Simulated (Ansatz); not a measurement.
# Pressure series in Si3N4

Base system: Si₃N₄ (space group P6_3/m, No. 176; a = 7.6246 Å, c = 2.9105 Å).

Cell and atoms are relaxed at each pressure.

Computed with Kohn–Sham DFT with the PBEsol functional, run in Ansatz (a quantum-chemistry and plane-wave program) with PAW and 420 eV plane waves, no spin-orbit coupling.

Notes on the quantities. enthalpy: H = E + PV relative to the base's energy.

| case | band gap | electron mass | density | enthalpy |
|---|---|---|---|---|
| base | 4.19 eV | 0.22 mₑ along c, 1.4 mₑ across (at Γ) | 3.18 g/cm³ | – |
| pressure −2 GPa | 4.16 eV | 0.22 mₑ along c, 1.4 mₑ across (at Γ) | 3.15 g/cm³ | -0.13 eV/atom |
| pressure −1 GPa | 4.17 eV | 0.22 mₑ along c, 1.4 mₑ across (at Γ) | 3.17 g/cm³ | -0.07 eV/atom |
| pressure 0.3 GPa | 4.19 eV | 0.22 mₑ along c, 1.4 mₑ across (at Γ) | 3.18 g/cm³ | +0.02 eV/atom |
| pressure 0.7 GPa | 4.20 eV | 0.21 mₑ along c, 1.4 mₑ across (at Γ) | 3.19 g/cm³ | +0.05 eV/atom |
| pressure 1.5 GPa | 4.21 eV | 0.22 mₑ along c, 1.4 mₑ across (at Γ) | 3.20 g/cm³ | +0.10 eV/atom |
| pressure 3 GPa | 4.23 eV | 0.22 mₑ along c, 1.4 mₑ across (at Γ) | 3.22 g/cm³ | +0.19 eV/atom |
| pressure 5 GPa | 4.25 eV | 0.22 mₑ along c, 1.4 mₑ across (at Γ) | 3.24 g/cm³ | +0.32 eV/atom |
| pressure 7.5 GPa | 4.28 eV | 0.22 mₑ along c, 1.4 mₑ across (at Γ) | 3.27 g/cm³ | +0.48 eV/atom |
| pressure 10 GPa | 4.31 eV | 0.22 mₑ along c, 1.4 mₑ across (at Γ) | 3.30 g/cm³ | +0.64 eV/atom |

Load acts through the strain it causes; cell and atoms are relaxed under it. Masses are band curvatures over ±0.01 Å⁻¹ around the edge. Whether these cells are dynamically stable was not tested. Competing high-pressure phases were not computed.
